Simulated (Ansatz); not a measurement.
# Rh: energy against strain

Rh (fcc, Fm-3m, 13.520 Å³/atom at rest) under an equal strain ε in the (111) plane with the normal axis free, as in a coherent film. PBEsol in Ansatz, a plane-wave DFT program (PAW, default set), 420 eV, 30×30×30 Γ-centred mesh, Fermi-Dirac smearing 0.10 eV; ions are relaxed within the symmetry of each cell.

Here s stands for strain and y for E less E0.

```csv
strain (%),E less E0 (meV/atom)
-1.25,8.24
-0.83,3.40
-0.42,0.73
0.00,0.00
0.42,1.19
0.83,4.13
1.25,8.86
2.50,?
```

Question: Fit y against s with a parabola, and predict the withheld value at s = 2.50.

Answer: Least squares gives y = -0.004 + 0.3242·s + 5.4742·s². Residuals (row less fit): 0.096, -0.098, -0.095, 0.004, 0.092, 0.094, -0.095; standard error 0.116 (degrees of freedom: 4). Twice the quadratic coefficient over the volume, 2 × 5.4742 meV × 10⁴ × 0.1602 / 13.520 Å³, is twice the biaxial elastic modulus of this plane = 1297 ± 17 GPa. At the withheld row, y = -0.004 + 0.3242 × 2.50 + 5.4742 × 2.50² = 35.020 meV/atom. The calculation gives 32.47 meV/atom, 2.550 meV/atom below the prediction (7.9 % of the range of y in the table). The row lies outside the fitted rows, so this is an extrapolation. From the scatter of the fitted rows alone, a prediction at this place has a standard error of 0.446 meV/atom, so the miss is 5.7 times that.

One order more, fitted to all 13 runs of the series, follows each within 0.02, so the miss is the next term of a smooth law. In a metal these values are sensitive to mesh and smearing; energies are taken to zero smearing, stresses follow the free energy. Rows are the converged runs of the series near zero and its far end; series whose fitted rows scatter by over a few per cent of the range, as at a crossing or softening among them, aren't shown in this form. Most that stay on the fit to the last digits aren't either.
